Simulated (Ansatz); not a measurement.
We consider HfO2 (model structure, started from the polar ZrO2 type, Pca2₁, No. 29, 12 atoms in the cell), described by LDA (PAW; Ansatz, a quantum-chemistry and plane-wave program).

Run with plane-wave cutoff 520 eV, 6×8×8 k mesh (along the axes of the cell as run), Fermi–Dirac smearing 0.01 eV, scalar-relativistic PAW data made under PBE.

Cell (relaxed at this level):

```yaml
crystal:
  lattice:
    - [5.18191, 0.00000, 0.00000]
    - [0.00000, 4.97592, 0.00000]
    - [0.00000, 0.00000, 4.99673]
  atoms:
    - { symbol: Hf, position: [0.03293, 0.26806, 0.24648] }
    - { symbol: Hf, position: [0.96707, 0.73194, 0.74648] }
    - { symbol: Hf, position: [0.53293, 0.73194, 0.24648] }
    - { symbol: Hf, position: [0.46707, 0.26806, 0.74648] }
    - { symbol: O, position: [0.36901, 0.07312, 0.11084] }
    - { symbol: O, position: [0.63099, 0.92688, 0.61084] }
    - { symbol: O, position: [0.86901, 0.92688, 0.11084] }
    - { symbol: O, position: [0.13099, 0.07312, 0.61084] }
    - { symbol: O, position: [0.23557, 0.54149, 0.99868] }
    - { symbol: O, position: [0.76443, 0.45851, 0.49868] }
    - { symbol: O, position: [0.73557, 0.45851, 0.99868] }
    - { symbol: O, position: [0.26443, 0.54149, 0.49868] }
```

Q: Give the computed band gap, smallest direct gap on the k points sampled and direct gap at Γ.

A: 
* **band gap**: 4.35 eV
* **smallest direct gap on the k points sampled**: 4.55 eV
* **direct gap at Γ**: 4.86 eV

Note: the relaxation could raise the start's symmetry but not lower it, so the cell can be a saddle point.

Spin–orbit coupling is not included.

The result took around 4 core-minutes (rough).

A model structure was made by putting elements into a prototype or built by hand; it is no filed structure, need not be a known phase, and can be a saddle point held by its symmetry.
